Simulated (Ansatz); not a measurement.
We consider YIr₂ (Fd-3m, No. 227), described by r²SCAN in Ansatz (plane waves, PAW).

Run with plane-wave cutoff 500 eV, 14×14×14 k mesh, Fermi–Dirac smearing 0.1 eV, no spin polarisation, scalar-relativistic PAW data made under PBE.

Computed at the level's own relaxed cell.

Problem. Estimate the volume per atom and equilibrium lattice constant a that the calculation returns.

Solution. 
- volume per atom = 17.86 Å³/atom
- equilibrium lattice constant a = 7.540 Å

The run finds no gap.

Spin–orbit coupling is not included.

Computed values are for the static lattice.

Ansatz is a quantum-chemistry and plane-wave program.
